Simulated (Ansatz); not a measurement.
# What Ca → Ba does to CaTiO3

Base system: CaTiO$_{3}$ in the cubic perovskite structure (space group Pm-3m, No. 221; a = 3.8410 Å; a model cell).

It is then changed as follows: every Ca is replaced by Ba, then cell and atoms are relaxed.

The values are results of PBEsol (Ansatz, a quantum-chemistry and plane-wave program; PAW; 420 eV plane waves; without spin-orbit coupling), not measurements. k-mesh 8×8×8 (Γ-centred); smearing 0.05 eV (Fermi–Dirac), for the changed cell.

```json
[
 {"quantity": "volume per atom", "base": "11.33 Å³", "changed": "12.51 Å³", "shift": "+1.18 Å³"},
 {"quantity": "density", "base": "3.98 g/cm³", "changed": "6.19 g/cm³", "shift": "+2.21 g/cm³"},
 {"quantity": "lattice parameter a", "base": "3.841 Å", "changed": "3.970 Å", "shift": "+0.129 Å"},
 {"quantity": "space group", "base": "Pm-3m (No. 221)", "changed": "Pm-3m (No. 221)", "shift": "–"},
 {"quantity": "shortest interatomic distance", "base": "1.920 Å", "changed": "1.985 Å", "shift": "+0.0645 Å"},
 {"quantity": "band gap", "base": "1.89 eV", "changed": "1.82 eV", "shift": "-0.07 eV"},
 {"quantity": "gap character", "base": "indirect, R → Γ", "changed": "indirect, R → Γ", "shift": "–"},
 {"quantity": "smallest direct gap", "base": "2.33 eV", "changed": "1.89 eV", "shift": "-0.44 eV"},
 {"quantity": "width of the top valence band", "base": "1.08 eV", "changed": "0.98 eV", "shift": "-0.10 eV"}
]
```

Final structure:

```xyz
5
Lattice="3.9699 0.0000 0.0000 0.0000 3.9699 0.0000 0.0000 0.0000 3.9699" Properties=species:S:1:pos:R:3 pbc="T T T"
Ba     0.0000     0.0000     0.0000
Ti     1.9849     1.9849     1.9849
O      0.0000     1.9849     1.9849
O      1.9849     1.9849     0.0000
O      1.9849     0.0000     1.9849
```

No phonon test of stability was made. All final runs are without spin polarisation. Many cubic perovskites are stable only at high temperature; tilts and polar distortions were not tested. This is not the structure that BaTiO3 has at room temperature and ambient pressure.
